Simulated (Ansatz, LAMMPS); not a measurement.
## Σ33 (118) [1-10] symmetric tilt, annealed from start 1, in Ge (diamond structure)

Cell 33.09 × 16.29 × 26.96 Å, Ge592, 592 atoms. Prepared with Tersoff's 1989 multicomponent potential (SiCGe.tersoff) run with LAMMPS: 40 ps at 1300 K, cooling over 40 ps and minimisation with the cell free along the normal, at the potential's lattice parameter; then scaled to the PBE one. 

That structure was relaxed on with PBE, support functions at accuracy medium on the grid of 370 eV (Ansatz, a quantum-chemistry and plane-wave program). Basis: localised support functions (accuracy medium) on a full density matrix. k-points: zone centre alone; occupations: Fermi-Dirac, 0.020 eV; spin polarisation not allowed. Scalar-relativistic, no spin-orbit coupling.

What does DFT change in the classical structure?

The energy falls by 4.7 meV an atom over 10 steps; atoms move by 0.077 Å root mean square, 0.84 Å at most.
```
quantity                                                     classical minimum  after DFT steps
-----------------------------------------------------------  -----------------  ---------------
3-fold atoms (%)                                                           0.3              0.0
4-fold atoms (%)                                                          97.0             97.3
5-fold atoms (%)                                                           2.7              2.7
spread of bond angles (°)                                                  7.6              7.7
energy over the crystal(s), each by its own level (eV/atom)              0.105            0.057
```
